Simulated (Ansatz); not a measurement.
A15 Mo3Si: LDA at its full settings (plane-wave cutoff 520 eV, 12×12×12 k mesh, Fermi–Dirac smearing 0.05 eV, no spin polarisation, scalar-relativistic PAW data made under PBE) and at cheaper ones, in a cell of 8 atoms with Γ-centred meshes.

| level and setting | equilibrium lattice constant a (Å) | bulk modulus (GPa) |
|---|---|---|
| LDA (Ansatz) | 4.834 | 279 |
| LDA (250 eV cutoff) (Ansatz) | ? | ? |
| LDA (Γ point alone) (Ansatz) | 4.801 | 304 |
| LDA (2×2×2 k mesh) (Ansatz) | 4.842 | 277 |
| LDA (4×4×4 k mesh) (Ansatz) | 4.840 | 277 |

**Question.** Fill in the missing entries.

**Answer.** 
- LDA (250 eV cutoff) (Ansatz, a program for electronic structure), equilibrium lattice constant a (Å): 4.830
- LDA (250 eV cutoff) (Ansatz), bulk modulus (GPa): 282

Largest shifts from the full settings: lattice constant a -0.68 % (LDA (Γ point alone)), against a difference of -1.12 % of the full result from the reference 4.889 Å (measured, temperature not stated, copied from a table, unchecked, not corrected to a static lattice; as tabulated in Dopovidi Akademii Nauk Ukrains'koi RSR, Seriya A: Fiziko-Tekhnichni ta Matematichni Nauki 1970, 553 (1970)); bulk modulus +9.0 % (LDA (Γ point alone)).

Ansatz's density-functional and Hartree–Fock values are scalar-relativistic unless marked +SOC, with PAW data made under PBE.

Run with cheap settings on purpose, which may leave them unconverged: LDA (250 eV cutoff), LDA (2×2×2 k mesh), LDA (4×4×4 k mesh), LDA (Γ point alone).
